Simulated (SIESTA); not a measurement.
Input and output of a self-consistent single point for GaN (F-43m, 2 atoms in the cell) (SIESTA).

Computed with GGA PBE, numerical atomic orbitals DZP, PseudoDojo PBE standard norm-conserving potentials (rewritten from UPF to PSML) in SIESTA.

The change in words: lattice scaled by 0.98. Reference geometry:
```
GaN
1.0
    0.00000     2.30195     2.30195
    2.30195     0.00000     2.30195
    2.30195     2.30195     0.00000
Ga N
1 1
Direct
  0.00000   0.00000   0.00000
  0.75000   0.75000   0.75000
```

Reference input (self-consistent single point, DFT, GGA PBE, numerical atomic orbitals DZP, PseudoDojo PBE standard norm-conserving potentials (rewritten from UPF to PSML)): XC.functional = GGA; XC.authors = PBE; potentials = PseudoDojo PBE standard; PAO.BasisSize = DZP; PAO.EnergyShift = 0.005 Ry; MeshCutoff = 350 Ry; kgrid.MonkhorstPack = 6 6 6; OccupationFunction = FD; ElectronicTemperature = 10 K; MaxSCFIterations = 150; SCF.Mixer.Method = Pulay; SCF.Mixer.Weight = 0.1. This run's input differs from it in these lines:

```diff
@@ -12,5 +12,5 @@
 %block LatticeVectors
-     0.000000000    2.301950000    2.301950000
-     2.301950000    0.000000000    2.301950000
-     2.301950000    2.301950000    0.000000000
+     0.000000000    2.255911000    2.255911000
+     2.255911000    0.000000000    2.255911000
+     2.255911000    2.255911000    0.000000000
 %endblock LatticeVectors
@@ -19,3 +19,3 @@
      0.000000000    0.000000000    0.000000000  1
-     3.452925000    3.452925000    3.452925000  2
+     3.383866500    3.383866500    3.383866500  2
 %endblock AtomicCoordinatesAndAtomicSpecies
```

Log, with long lists cut:

```
        iscf     Eharris(eV)        E_KS(eV)     FreeEng(eV)     dDmax    Ef(eV) dHmax(eV)
   scf:    1    -2349.872790    -2360.273530    -2360.273530  1.001250 -6.507901  8.779400
   scf:    2    -2363.021280    -2361.724586    -2361.724586  0.089503 -6.131088  6.264985
   scf:    3    -2363.803236    -2363.279205    -2363.279205  0.208834 -5.273107  0.864080
   scf:    4    -2363.290459    -2363.286377    -2363.286377  0.054837 -5.383778  0.355011
   scf:    5    -2363.289679    -2363.288908    -2363.288908  0.017090 -5.382658  0.035303
   scf:    6    -2363.289066    -2363.289006    -2363.289006  0.007181 -5.374346  0.014415
   scf:    7    -2363.289013    -2363.289010    -2363.289010  0.000452 -5.373620  0.001469
   scf:    8    -2363.289011    -2363.289011    -2363.289011  0.000119 -5.373573  0.000183
   scf:    9    -2363.289011    -2363.289011    -2363.289011  0.000015 -5.373614  0.000041
mix: Pulay -- inversion failed, > SVD [rank/size] 4 / 7
   scf:   10    -2363.289011    -2363.289011    -2363.289011  0.000002 -5.373619  0.000003
SCF Convergence by DM+H criterion
max |DM_out - DM_in|         :     0.0000022230
max |H_out - H_in|      (eV) :     0.0000028320
SCF cycle converged after 10 iterations

Using DM_out to compute the final energy and forces

siesta: E_KS(eV) =            -2363.2890

siesta: E_KS - E_eggbox =     -2363.2890

siesta: Atomic forces (eV/Ang):
     1   -0.001448   -0.001448   -0.001448
     2    0.001446    0.001446    0.001446
   Tot   -0.000002   -0.000002   -0.000002
   Max    0.001448
   Res    0.001447    sqrt( Sum f_i^2 / 3N )
   Max    0.001448    constrained

Stress tensor Voigt[x,y,z,yz,xz,xy] (kbar):      -79.52      -79.52      -79.52       -0.83       -0.83       -0.83
(Free)E + p*V (eV/cell)    -2362.1494
Target enthalpy (eV/cell)    -2363.2890

siesta: Program's energy decomposition (eV):
siesta: FreeEng =     -2363.289011

   [... lines left out ...]
siesta: Cell volume =         22.961269 Ang**3
siesta:          79.52165296         79.18007104  kBar
   [... lines left out ...]
               2s      2s      2py     2pz     2px     2py     2pz     2px
               3Pdxy   3Pdyz   3Pdz2   3Pdxz   3Pdx2-y2
   2  5.850   1.862  -0.146   1.405   1.405   1.405  -0.045  -0.045  -0.045
              0.010   0.010   0.011   0.010   0.011

mulliken: Qtot =       18.000

Mulliken Atomic Populations:
Atom #   charge [q] valence [e]  Species
     1     0.849709   12.150291  Ga
     2    -0.849709    5.849709  N
 Total    -0.000000
```

The run converged in 10 iterations. Against the reference run the free energy goes up by 10.3 meV/atom, the pressure goes from -2.56 to 7.95 GPa, the largest force moves little (0.002 to 0.003 eV/Å) and the gap on the mesh goes from 1.343 to 1.767 eV.

The starting cell comes from a database of computed structures (which also holds hypothetical and non-ambient phases and stackings), without a prior relaxation at this level. Its lattice was rescaled by a random factor within 2.5 % of one. For this run, on top of that: lattice scaled by 0.98. Values carry the incompleteness of an atom-centred basis. With a pressure of about 8 GPa the cell is away from its equilibrium volume at this level.
